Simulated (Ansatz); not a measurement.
The reference is CsPbBr3 (space group R3m, No. 160; a = 8.474 Å, c = 10.462 Å (hexagonal axes); a hypothetical phase, not in the database extracts checked). Axes: x lies along a and z along c of the hexagonal cell.

Level of theory: Kohn–Sham DFT with the PBE functional, run in Ansatz (a program for electronic structure) with PAW and 420 eV plane waves, no spin-orbit coupling.

Before the change:

The valley order is T (1/2, 1/2, 1/2) 1.81 eV.

The change: a pure shear with ε_xz = ε_zx = 0.0063; the atoms relax in the strained cell.

Predict the new valley order.

The valley order (the lowest conduction-band minima on the path, energy above the VBM, named in the base's zone) changes from T (1/2, 1/2, 1/2) 1.81 eV to T (1/2, 1/2, 1/2) 1.78 eV; F (1/2, 1/2, 0) 2.26 eV; F (0, 1/2, 1/2) 2.28 eV; F (1/2, 0, 1/2) 2.28 eV.

Predict the new stress.

The stress (xx, yy, zz, yz, xz, xy; compression positive) is (0.00, 0.00, 0.01, 0.00, -0.17, -0.08) GPa.

Spin-orbit coupling, missing from the scalar runs, can matter with Pb. The levels and masses belong to the bands next to the band gap. No phonon test of stability was made.
